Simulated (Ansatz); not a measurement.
Given:

End structure of the (31-42) surface of hcp Zr in its 1x1 cell, outermost plane spacing 0.25 Å in the ideal cut:

```xyz
30
Lattice="7.6208 0.0000 0.0000 -0.6059 8.2558 0.0000 0.0000 0.0000 27.0000" Properties=species:S:1:pos:R:3 pbc="T T T"
Zr     3.0548     6.7151     8.4367
Zr    -0.1498     6.4228     8.5833
Zr     1.6730     0.8989     9.0308
Zr     6.1179     0.3987     9.2799
Zr     7.2058     3.3643     9.7805
Zr     4.0827     2.8406     9.9045
Zr     5.0578     5.7839    10.4244
Zr     1.9701     5.0831    10.6620
Zr     3.0105     8.1016    11.1164
Zr    -0.1414     7.5229    11.4178
Zr     1.6065     2.1684    11.8431
Zr     6.0262     1.6450    12.1140
Zr     7.1662     4.5311    12.6637
Zr     4.0213     3.9899    12.8241
Zr     5.0620     6.9523    13.4139
Zr     1.9528     6.3661    13.5861
Zr     3.5995     1.0727    14.1759
Zr     0.4545     0.5316    14.3363
Zr     1.5946     3.4177    14.8860
Zr     6.0143     2.8943    15.1569
Zr     7.1562     5.7955    15.5822
Zr     4.0044     5.2168    15.8836
Zr     5.0447     8.2353    16.3380
Zr     1.9571     7.5345    16.5756
Zr     3.5381     2.2220    17.0955
Zr     0.4150     1.6984    17.2195
Zr     1.5029     4.6639    17.7201
Zr     5.9478     4.1637    17.9692
Zr    -0.4562     6.8956    18.4167
Zr     3.9600     6.6034    18.5633
```

Model: 30-atom slab, 10.7 Å thick at the start, 5x5x1 mesh, Fermi-Dirac 0.1 eV, dipole correction, single point; on the structure that PBE left under its start's symmetry; no spin, no spin-orbit, no U.

### Question
What work function of the top face does r2SCAN, at the PBE geometry (Ansatz, a quantum-chemistry and plane-wave program) give?

### Answer
3.51 eV

### Question
Predict the surface energy (mean of both faces) from r2SCAN, at the PBE geometry.

### Answer
1.82 J/m²
